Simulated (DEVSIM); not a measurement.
Structure: illuminated Si n-on-p cell, one wavelength, with a back-surface field, at 250 K.

| layer (left to right) | material | thickness (μm) | Nd (cm⁻³) | Na (cm⁻³) | τn (s) | τp (s) | absorption coefficient (cm⁻¹) |
|---|---|---|---|---|---|---|---|
| 1 | Si | 0.160 | 1.1e18 | - | 1.7e-7 | 1.8e-7 | 220 |
| 2 | Si | 47.0 | - | 1.4e15 | 2.3e-7 | 2.3e-7 | 220 |
| 3 | Si | 2.00 | - | 7.7e18 | 2.3e-7 | 2.3e-7 | 220 |

Left contact: ohmic, minority hole recombination velocity 4e6 cm/s. Right contact: ohmic, minority electron recombination velocity 70000 cm/s. Voltage is applied to the left contact. Recombination: SRH at mid-gap, radiative, Auger. Light enters at the left, 1.6e18 photons cm⁻² s⁻¹, one pass, no reflection. Mobility is constant in doping.

This is a model device: material constants are rounded textbook-type values typed into the input, and sizes, dopings and lifetimes were drawn at random. Values at 300 K; Nc and Nv go as T^1.5, mobilities as T to minus their exponent, the gap by Varshni's rule with the affinity fixed.

```tsv
parameter	Si
gap (eV)	1.124
affinity (eV)	4.05
permittivity	11.7
Nc (cm⁻³)	2.86e19
Nv (cm⁻³)	3.1e19
μn (cm²/Vs)	1417
μp (cm²/Vs)	470
T exponent of μn	2.3
T exponent of μp	2.2
B (cm³/s)	4.7e-15
Cn (cm⁶/s)	2.8e-31
Cp (cm⁶/s)	9.9e-32
Varshni α (eV/K)	0.000473
Varshni β (K)	636
```

DEVSIM, 1D drift-diffusion, Boltzmann statistics, complete ionisation; no tunnelling, impact ionisation, image-force lowering or self-heating.

Q: Tabulate band edges, carrier densities and field at -0.9 V on the left contact, in the dark.

A: Energies count from the Fermi level of the right contact; mesh points crowd at the junctions.

```json
[
 {"x (μm)": "0.000", "Ec (eV)": "0.964", "Ev (eV)": "-0.172", "n (cm⁻³)": "1.1e18", "p (cm⁻³)": "5.5e13", "field (V/cm)": "≈ 0"},
 {"x (μm)": "0.03993", "Ec (eV)": "0.964", "Ev (eV)": "-0.172", "n (cm⁻³)": "1.1e18", "p (cm⁻³)": "1.1e14", "field (V/cm)": "≈ 0"},
 {"x (μm)": "0.1083", "Ec (eV)": "0.964", "Ev (eV)": "-0.172", "n (cm⁻³)": "1.1e18", "p (cm⁻³)": "2.1e14", "field (V/cm)": "≈ 0"},
 {"x (μm)": "0.1545", "Ec (eV)": "0.969", "Ev (eV)": "-0.167", "n (cm⁻³)": "8.7e17", "p (cm⁻³)": "3.5e14", "field (V/cm)": "14000"},
 {"x (μm)": "0.2144", "Ec (eV)": "1.050", "Ev (eV)": "-0.086", "n (cm⁻³)": "2.0e16", "p (cm⁻³)": "1.5e16", "field (V/cm)": "1900"},
 {"x (μm)": "0.3717", "Ec (eV)": "1.054", "Ev (eV)": "-0.082", "n (cm⁻³)": "1.7e16", "p (cm⁻³)": "1.8e16", "field (V/cm)": "-13"},
 {"x (μm)": "0.8449", "Ec (eV)": "1.053", "Ev (eV)": "-0.083", "n (cm⁻³)": "1.7e16", "p (cm⁻³)": "1.9e16", "field (V/cm)": "-13"},
 {"x (μm)": "3.091", "Ec (eV)": "1.050", "Ev (eV)": "-0.086", "n (cm⁻³)": "1.8e16", "p (cm⁻³)": "1.9e16", "field (V/cm)": "-13"},
 {"x (μm)": "9.021", "Ec (eV)": "1.043", "Ev (eV)": "-0.093", "n (cm⁻³)": "2.0e16", "p (cm⁻³)": "2.2e16", "field (V/cm)": "-12"},
 {"x (μm)": "25.50", "Ec (eV)": "1.025", "Ev (eV)": "-0.111", "n (cm⁻³)": "3.1e16", "p (cm⁻³)": "3.2e16", "field (V/cm)": "≈ 0"},
 {"x (μm)": "39.97", "Ec (eV)": "1.012", "Ev (eV)": "-0.124", "n (cm⁻³)": "4.7e16", "p (cm⁻³)": "4.9e16", "field (V/cm)": "≈ 0"},
 {"x (μm)": "45.45", "Ec (eV)": "1.009", "Ev (eV)": "-0.128", "n (cm⁻³)": "5.6e16", "p (cm⁻³)": "5.7e16", "field (V/cm)": "≈ 0"},
 {"x (μm)": "46.61", "Ec (eV)": "1.008", "Ev (eV)": "-0.128", "n (cm⁻³)": "5.8e16", "p (cm⁻³)": "5.9e16", "field (V/cm)": "≈ 0"},
 {"x (μm)": "46.99", "Ec (eV)": "1.008", "Ev (eV)": "-0.129", "n (cm⁻³)": "5.8e16", "p (cm⁻³)": "6.0e16", "field (V/cm)": "≈ 0"},
 {"x (μm)": "47.14", "Ec (eV)": "1.016", "Ev (eV)": "-0.120", "n (cm⁻³)": "3.9e16", "p (cm⁻³)": "9.1e16", "field (V/cm)": "8300"},
 {"x (μm)": "47.17", "Ec (eV)": "1.112", "Ev (eV)": "-0.024", "n (cm⁻³)": "4.6e14", "p (cm⁻³)": "7.7e18", "field (V/cm)": "≈ 0"},
 {"x (μm)": "47.24", "Ec (eV)": "1.112", "Ev (eV)": "-0.024", "n (cm⁻³)": "4.5e14", "p (cm⁻³)": "7.7e18", "field (V/cm)": "≈ 0"},
 {"x (μm)": "47.45", "Ec (eV)": "1.112", "Ev (eV)": "-0.024", "n (cm⁻³)": "4.4e14", "p (cm⁻³)": "7.7e18", "field (V/cm)": "≈ 0"},
 {"x (μm)": "48.34", "Ec (eV)": "1.112", "Ev (eV)": "-0.024", "n (cm⁻³)": "3.9e14", "p (cm⁻³)": "7.7e18", "field (V/cm)": "≈ 0"},
 {"x (μm)": "48.90", "Ec (eV)": "1.112", "Ev (eV)": "-0.024", "n (cm⁻³)": "3.6e14", "p (cm⁻³)": "7.7e18", "field (V/cm)": "≈ 0"},
 {"x (μm)": "49.09", "Ec (eV)": "1.112", "Ev (eV)": "-0.024", "n (cm⁻³)": "3.5e14", "p (cm⁻³)": "7.7e18", "field (V/cm)": "≈ 0"},
 {"x (μm)": "49.16", "Ec (eV)": "1.112", "Ev (eV)": "-0.024", "n (cm⁻³)": "3.5e14", "p (cm⁻³)": "7.7e18", "field (V/cm)": "≈ 0"}
]
```
